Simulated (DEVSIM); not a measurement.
Device: GaP/Si n-p heterojunction, at 300 K.

Layer 1 from the left is GaP, thickness (μm) 0.430, Nd (cm⁻³) 1.1e16, τn (s) 5.9e-7, τp (s) 5.9e-7. Layer 2 from the left is Si, thickness (μm) 0.550, Na (cm⁻³) 7.2e16, τn (s) 5.9e-7, τp (s) 5.9e-7.

Left contact: ohmic. Right contact: ohmic. Voltage is applied to the left contact. Recombination: SRH at mid-gap. Mobility is constant in doping.

This is a model device: material constants are rounded textbook-type values typed into the input, and sizes, dopings and lifetimes were drawn at random. Values at 300 K.

GaP: gap (eV) 2.26, affinity (eV) 3.8, permittivity 11.1, Nc (cm⁻³) 1.8e19, Nv (cm⁻³) 1.9e19, μn (cm²/Vs) 250, μp (cm²/Vs) 150. Si: gap (eV) 1.124, affinity (eV) 4.05, permittivity 11.7, Nc (cm⁻³) 2.86e19, Nv (cm⁻³) 3.1e19, μn (cm²/Vs) 1417, μp (cm²/Vs) 470.

DEVSIM, 1D drift-diffusion, Boltzmann statistics, complete ionisation; no tunnelling, impact ionisation, image-force lowering or self-heating. Band offsets follow the typed affinities; no thermionic-emission limit at abrupt steps, no polarisation charge.

What does the simulation give for the dark forward voltage at 100 A/cm², the largest field in the device at zero bias, the dark forward voltage at 1 A/cm², the potential step across the device at zero bias?

dark forward voltage at 100 A/cm² 0.899 V; largest field in the device at zero bias 55000 V/cm; dark forward voltage at 1 A/cm² 0.731 V; potential step across the device at zero bias 1.026 V.
